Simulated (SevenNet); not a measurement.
CsCl-type TiCo

The numbers are results of the machine-learned potential SevenNet-l3i5 (trained on PBE and PBE+U data), not measurements.

Cell: relaxed at this level.

```json
{
 "lattice_constant_a": "2.977 Å",
 "volume_per_atom": "13.20 Å³/atom"
}
```

Measured, for comparison: lattice constant a 2.995 Å, equilibrium volume per atom 13.43 Å³/atom (room temperature, not corrected to a static lattice; as tabulated in Yamada et al. (2019), arXiv:1910.09660). Computed (rounded) less measured: lattice constant a -0.6 %, equilibrium volume per atom -1.7 %. A static lattice is as a rule a little smaller and stiffer than an uncorrected measurement, which narrows the difference in the lattice constant a, equilibrium volume per atom and would widen misses of the other sign.

A machine-learned potential is trained on density-functional data: it inherits that level's misses and adds fitting errors of its own.

Note: the model gives imaginary modes for this phase (in the spectrum interpolated from a supercell).
